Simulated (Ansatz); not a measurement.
## BAs, response to strain

Consider BAs in the zinc blende structure (space group F-43m, No. 216; a = 4.768 Å). Axes: x, y, z lie along the cube axes.

Strains are applied to the cell and any free atomic positions relax; under biaxial strain the out-of-plane vector relaxes too.

The values are results of PBEsol, PAW, 420 eV (Ansatz, a quantum-chemistry and plane-wave program; spin-orbit coupling left out), not measurements.

Candidates:
(a) biaxial strain +2.99 %, plane normal [111], relaxed out of plane
(b) isotropic strain +2.40 %
(c) isotropic strain +1.45 %
(d) biaxial strain +2.29 %, plane normal [111], relaxed out of plane

Base values:

| Quantity | Value |
|---|---|
| Band gap | 1.08 eV |

Task: Order them by band gap, lowest first.

Result: (a) biaxial strain +2.99 %, plane normal [111], relaxed out of plane (0.94 eV), (d) biaxial strain +2.29 %, plane normal [111], relaxed out of plane (0.97 eV), (c) isotropic strain +1.45 % (1.12 eV), (b) isotropic strain +2.40 % (1.15 eV)

Stability against distortions was not tested.
